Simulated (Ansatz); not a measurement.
Sn on the 1x1 (110) surface of bcc Mo, one in a 2x2 cell, energies for each (28.3 Å²). Energies are against an atom of beta tin, without zero-point or thermal terms; each row is named by its start.

Calculation: PBE (plane waves to 420 eV, PAW; Ansatz, an electronic-structure program).

Set-up: 17 atoms, 6.5 Å thick at the start under the adsorbate (thin: gaps and levels are the slab's own); mesh 6x6x1; 0.1 eV smearing; dipole correction on; 8 atoms held, the rest relaxed; each run with such symmetry as its start has; spin where the adsorbate may keep a moment, no spin-orbit, no U, no dispersion correction.

A negative adsorption energy means that the adsorbate is more stable on the surface than in its reference. Starts that drift may end in the same place. Heights count from the host atoms within 0.3 Å of the top one.

| starting site | E_ads (eV) | height (Å) | nearest host atom (Å) | bonded to | Δ work function (eV) | lateral drift (Å) | moment (μB) |
|---|---|---|---|---|---|---|---|
| top Mo | -0.36 | 2.54 | Mo 2.64 | Mo | -0.16 | 0.0 | 0.0 |
| hollow Mo-Mo-Mo | -1.12 | 2.20 | Mo 2.77 | 4 Mo | 0.02 | 0.5 | – |
| bridge Mo-Mo (span 2.7 Å) | -0.72 | 2.34 | Mo 2.77 | 2 Mo | -0.05 | 0.0 | – |
| bridge Mo-Mo (span 3.2 Å) | -1.12 | 2.20 | Mo 2.77 | 4 Mo | 0.02 | 0.0 | – |
